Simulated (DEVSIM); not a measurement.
abrupt Si p-n junction

Device: abrupt Si p-n junction, at 300 K.

```csv
layer (left to right),material,thickness (μm),Nd (cm⁻³),Na (cm⁻³),τn (s),τp (s)
1,Si,4.00,-,4.4e15,2.5e-5,2.5e-5
2,Si,1.60,2.3e15,-,2.5e-5,2.5e-5
```

Left contact: ohmic. Right contact: ohmic. Voltage is applied to the left contact. Recombination: SRH at mid-gap. Mobility is μmin + (μ − μmin)/(1 + (N/Nref)^α).

The device is made up for the run: typed textbook-type constants, with dimensions and the other settings drawn at random. Values at 300 K.

| parameter | Si |
|---|---|
| gap (eV) | 1.124 |
| affinity (eV) | 4.05 |
| permittivity | 11.7 |
| Nc (cm⁻³) | 2.86e19 |
| Nv (cm⁻³) | 3.1e19 |
| μn (cm²/Vs) | 1417 |
| μp (cm²/Vs) | 470 |
| μn,min | 52 |
| μp,min | 45 |
| Nref,n | 9.7e16 |
| Nref,p | 2.2e17 |
| αn | 0.68 |
| αp | 0.72 |

Simulated with DEVSIM: 1D drift-diffusion, Boltzmann statistics, complete ionisation; no tunnelling, impact ionisation, image-force lowering or self-heating.

| Item | Result |
|---|---|
| Potential step across the device at zero bias | 0.651 V |
| Largest field in the device at zero bias | 17000 V/cm |
| Dark forward voltage at 1 A/cm² | 0.537 V |
| Dark forward voltage at 100 A/cm² | 0.714 V |

Dark forward current:

(V (V), J (A/cm²)): (0.05, 7.5e-9); (0.15, 3.9e-7); (0.20, 2.6e-6); (0.30, 0.00012); (0.40, 0.0056); (0.45, 0.038); (0.55, 1.6); (0.65, 32); (0.75, 160); (0.80, 280); (0.90, 620); (1.00, 1100); (1.05, 1400); (1.15, 2000)
